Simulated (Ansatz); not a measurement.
The cell is built on a prototype and need not be the phase stable at ambient conditions.

By PBEsol, the system below comes out a metal.

The ballistic (Sharvin) conductance counts the channels at the Fermi level: G/A = (e²/h) × channels of both spins per area.

Given:

```xyz
2
Lattice="3.3758 0.0000 0.0000 0.0000 4.7741 0.0000 0.0000 2.3870 2.3870" Properties=species:S:1:pos:R:3 pbc="T T T"
Pt     0.0000     0.0000     0.0000
Sb     1.6879     2.3870     0.0000
```

Space group of this cell: Pm-3m, CsCl type. The cell was relaxed by PBE-D3(BJ); by PBEsol its mean pressure is -0.5 GPa.

The current flows along the normal of the first two printed cell vectors. No spin-orbit coupling; the value is a mean over 0.1 eV about the Fermi level.

Problem. State the ballistic conductance per area according to Ansatz (a first-principles code) with PBEsol.

Solution. 0.90 × 10¹⁵ S/m² for both spins.
